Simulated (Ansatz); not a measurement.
Band structure of LaMg2 (C2/m, 6 atoms in the cell).

```xyz
6
Lattice="6.2105 -1.7173 0.0000 6.2105 1.7173 0.0000 -2.0094 0.0000 7.8227" Properties=species:S:1:pos:R:3 pbc="T T T"
La     3.5168     0.0000     3.5554
La     6.8948     0.0000     4.2673
Mg     8.2767     0.0000     0.8937
Mg     2.1349     0.0000     6.9290
Mg    11.7843     0.0000     1.4112
Mg    -1.3728     0.0000     6.4115
```

Level of theory: PBEsol, PAW files made with PBE (plane waves; Ansatz, a program for electronic structure).

Settings: basis.ecutwfc = 420 eV; kpoints.mp_grid.grid = 5 5 2; hamiltonian.xc = pbesol; hamiltonian.pseudopotentials = {kind: paw} (the program's default PAW files); scf.occupations.method = fermi_dirac; scf.occupations.width = 0.1 eV; kpoints.band_path.npoints = 8.

The starting cell comes from a database of computed structures (which also holds hypothetical and non-ambient phases and stackings), without a prior relaxation at this level.

Levels in eV from the Fermi level, bands 28 to 35:
| point | 28 | 29 | 30 | 31 | 32 | 33 | 34 | 35 |
|---|---|---|---|---|---|---|---|---|
| Γ | -2.23 | -1.70 | -1.48 | -0.25 | -0.08 | 0.50 | 0.79 | 0.84 |
| Y | -2.19 | -1.11 | -0.79 | -0.29 | 0.14 | 0.80 | 1.33 | 1.46 |
| F | -1.70 | -1.50 | -0.98 | -0.60 | -0.32 | 0.24 | 0.99 | 1.51 |
| L | -2.41 | -1.33 | -0.73 | -0.54 | 0.16 | 1.15 | 1.47 | 1.67 |
| I | -1.99 | -0.73 | -0.68 | -0.27 | -0.23 | 0.65 | 0.66 | 1.11 |

Bands cross the Fermi level along this path, so the cell is metallic at this level.

Keys are those of Ansatz 0.2.
